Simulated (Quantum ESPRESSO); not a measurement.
## Several settings converged on LuCd (P4mm, 2 atoms in the cell)

```
CELL_PARAMETERS angstrom
      3.62278     0.00000     0.00000
      0.00000     3.62278     0.00000
      0.00000     0.00000     3.62278
ATOMIC_POSITIONS crystal
  Lu 0.50000 0.50000 0.51380
  Cd 0.00000 0.00000 0.00000
```

Base method: PBEsol, PSlibrary ultrasoft (PBE) pseudopotentials (plane waves; Quantum ESPRESSO).

Base settings: ecutwfc = 50 Ry; ecutrho = 600 Ry; occupations = smearing; smearing = fd; degauss = 0.0073499 Ry; input_dft = pbesol; potentials = {Lu: Lu.pbe-spdn-rrkjus_psl.1.0.0.UPF, Cd: Cd.pbe-n-rrkjus_psl.1.0.0.UPF}; K_POINTS = automatic 3 3 3 0 0 0; conv_thr = 1e-10 Ry; mixing_beta = 0.7.

The count of work is k-points × plane waves × bands × iterations; it is no time. Core times come from one kind of shared machine, to one figure; runs under 30 s give none.

**The cutoff for other potential files**

Level: DFT, PBEsol, plane waves, SSSP 1.1.2 precision (PBE) pseudopotentials.

In this ladder: pseudopotentials = {Lu: Lu.GGA-PBE-paw-v1.0.UPF, Cd: Cd.pbe-dn-rrkjus_psl.0.3.1.UPF}. Moved along: ecutrho.

The second cell is the first with its lattice scaled by 0.98.

The mesh stays at the base's, so the ladder's end is converged at best in this setting alone.

Only quantities that move along the ladder and can be compared are tabulated.

```csv
ecutwfc,free energy less the last step's (meV/atom),energy of the compressed cell less the first (meV/atom),pressure (GPa),count of work / last,core time / last (rough)
29 Ry,447.50,4.05,-21.48,0.13,–
36 Ry,93.50,4.95,-3.07,0.16,–
46 Ry,42.14,5.65,-2.42,0.21,–
55 Ry,14.00,5.58,-1.94,0.27,0.3
65 Ry,6.47,5.43,-1.55,0.39,0.4
78 Ry,3.58,5.50,-1.59,0.55,0.5
98 Ry,0.84,5.47,-1.56,0.71,0.7
130 Ry,0.00,5.48,-1.52,1.0,1
```

Coarsest ecutwfc that holds the free energy within 5 meV/atom of the last step, with all finer ones: 78 Ry; the step before is off by 6.5 meV/atom.

Coarsest ecutwfc that holds the pressure within 0.5 GPa of the last step, with all finer ones: 55 Ry, at 0.27 of the last step's count of work and about 0.3 of the last step's time; the step before is off by 0.90 GPa.

Coarsest ecutwfc that holds the energy of the compressed cell less the first within 1 meV/atom of the last step, with all finer ones: 36 Ry, at 0.16 of the last step's count of work; the step before is off by 1.4 meV/atom.

The energy difference between the two cells stays within 1 meV/atom of the last step's from 36 Ry on, the total only from 98 Ry on: much of the error is common to both cells and cancels.

At the lowest cutoff the pressure lies 20.0 GPa under the last step's, the usual sign of Pulay stress in an incomplete plane-wave basis.

**The density cutoff**

The second cell is the first with its lattice scaled by 0.98.

The mesh stays at the base's, so the ladder's end is converged at best in this setting alone.

Only quantities that move along the ladder and can be compared are tabulated.

```csv
ecutrho,free energy less the last step's (meV/atom),energy of the compressed cell less the first (meV/atom),pressure (GPa),largest difference of a force vector from the last step's (eV/Å)
100 Ry,-708.94,28.16,14.89,0.013
150 Ry,-39.34,5.63,0.04,0.004
200 Ry,-2.53,0.18,-2.84,0.000
250 Ry,-1.71,0.51,-2.75,0.001
300 Ry,0.59,0.05,-2.81,0.000
400 Ry,-0.05,-0.01,-2.83,0.000
500 Ry,-0.12,0.04,-2.82,0.000
600 Ry,0.03,0.08,-2.82,0.000
800 Ry,0.00,0.07,-2.82,0.000
```

Coarsest ecutrho that holds the free energy within 1 meV/atom of the last step, with all finer ones: 300 Ry; the step before is off by 1.7 meV/atom.

Coarsest ecutrho that holds the pressure within 0.1 GPa of the last step, with all finer ones: 200 Ry; the step before is off by 2.9 GPa.

Coarsest ecutrho that holds the forces within 0.005 eV/Å of the last step, with all finer ones: 150 Ry; the step before is off by 0.013 eV/Å.

The energy difference between the two cells stays within 1 meV/atom of the last step's from 200 Ry on, the total only from 300 Ry on: much of the error is common to both cells and cancels.

On the base run: the starting cell comes from a database of computed structures (which also holds hypothetical and non-ambient phases and stackings), without a prior relaxation at this level. Its lattice was rescaled by up to half a per cent. One atom was moved a little off its site on purpose. Without a gap this mesh is coarse (it stands for a supercell whose shortest vector is 11 Å).
